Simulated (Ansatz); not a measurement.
A self-consistent single point of Na3BrO (P4mm, 5 atoms in the cell) with Ansatz (a first-principles code).

Method: PBEsol, default PAW files made with PBE (plane waves; Ansatz).

The change in words: lattice scaled by 0.98. Reference geometry:
```xyz
5
Lattice="4.5105 0.0000 0.0000 0.0000 4.5105 0.0000 0.0000 0.0000 4.5105" Properties=species:S:1:pos:R:3 pbc="T T T"
Na     0.0500     2.2552     2.2552
Na     2.2552     0.0000     2.2552
Na     2.2552     2.2552     0.0000
Br     0.0000     0.0000     0.0000
O      2.2552     2.2552     2.2552
```

Reference input (self-consistent single point, DFT, PBEsol, plane waves, default PAW files made with PBE): basis.ecutwfc = 420 eV; kpoints.mp_grid.grid = 5 5 5; hamiltonian.xc = pbesol; hamiltonian.pseudopotentials = {kind: paw} (the program's default PAW files); scf.occupations.method = fermi_dirac; scf.occupations.width = 0.02 eV. This run's input differs from it in these lines:

```diff
@@ -2,5 +2,5 @@
   lattice:
-    - [4.510464, 0.000000, 0.000000]
-    - [0.000000, 4.510464, 0.000000]
-    - [0.000000, 0.000000, 4.510464]
+    - [4.420255, 0.000000, 0.000000]
+    - [0.000000, 4.420255, 0.000000]
+    - [0.000000, 0.000000, 4.420255]
   atoms:
```

Output, abridged:

```
SCF iter   1: F=—  HF=-7729.227617 eV  |F-HF|=—  |Δ(HF+E_count)|=         —  Δρ=7.50e-3  dr2=3.78e-2  ethr=1.77e-3  ⟨swp⟩=6.6  Hψ=1955  notcnv=0
all-band conjugate gradients solve this SCF's bands
preconditioner: auto → Resta (q_TF=auto, 2.400 Å⁻¹)
SCF iter   2: F=—  HF=-7729.218042 eV  |F-HF|=—  |Δ(HF+E_count)|=   9.58e-3  Δρ=1.96e-3  dr2=3.68e-3  ethr=9.46e-5  ⟨swp⟩=2.0  Hψ=785  notcnv=0  defer=14
SCF iter   3: F=—  HF=-7729.217168 eV  |F-HF|=—  |Δ(HF+E_count)|=   8.74e-4  Δρ=4.16e-4  dr2=1.65e-4  ethr=9.21e-6  ⟨swp⟩=2.4  Hψ=681  notcnv=0  defer=16
SCF iter   4: F=—  HF=-7729.217157 eV  |F-HF|=—  |Δ(HF+E_count)|=   1.08e-5  Δρ=1.49e-4  dr2=1.92e-5  ethr=4.13e-7  ⟨swp⟩=2.4  Hψ=734  notcnv=0  defer=16
SCF iter   5: F=—  HF=-7729.217714 eV  |F-HF|=—  |Δ(HF+E_count)|=   5.57e-4  Δρ=2.95e-5  dr2=8.26e-7  ethr=4.79e-8  ⟨swp⟩=2.7  Hψ=735  notcnv=0  defer=16
SCF iter   6: F=-7729.217714 eV  HF=-7729.217714 eV  |F-HF|=3.79e-8  |Δ(HF+E_count)|=   1.37e-8  Δρ=9.46e-6  dr2=4.64e-8  ethr=2.50e-10  ⟨swp⟩=8.8  Hψ=2175  notcnv=0
SCF 1 converged in 6 iterations: F = -7729.217714 eV  dr2 = 4.64e-8
Free energy (F): -7729.217714 eV
Internal energy: -7729.217714 eV  (E = F + TS)
E sigma→0 (E₀):  -7729.217714 eV
Fermi energy:    5.312007 eV
--- Forces (eV/Å), atoms counted from 1 ---
  atom   1  Na    -0.39184266     0.00000000     0.00000000
  atom   2  Na     0.05392796    -0.00000000     0.00000000
  atom   3  Na     0.05392796    -0.00000000     0.00000000
  atom   4  Br     0.01165245    -0.00000000     0.00000000
  atom   5  O      0.27233424     0.00000000     0.00000000
--- Stress (GPa, compression-positive) ---
        3.475229       0.000000       0.000000
        0.000000       3.333931       0.000000
        0.000000       0.000000       3.333931
  P = ⅓ Tr σ = 3.3810 GPa (33.810 kbar)
  The stress holds the Pulay correction. Without it, at fixed plane waves, as pw.x and ABINIT print it: P = 3.2280 GPa
```

The run converged in 6 iterations. Against the reference run the free energy rises by 13.6 meV/atom, the pressure goes from 0.80 to 3.38 GPa, the largest force goes from 0.320 to 0.392 eV/Å and the gap on the mesh goes from 1.997 to 2.188 eV.

The starting cell comes from a database of computed structures (which also holds hypothetical and non-ambient phases and stackings), without a prior relaxation at this level. Its lattice was rescaled by up to half a per cent. One atom was moved a little off its site on purpose. For this run, on top of that: lattice scaled by 0.98. With a pressure of about 3 GPa the cell is away from its equilibrium volume at this level. Ansatz's pressure includes its estimate of the finite-basis (Pulay) stress.

Keys are those of Ansatz 0.2.
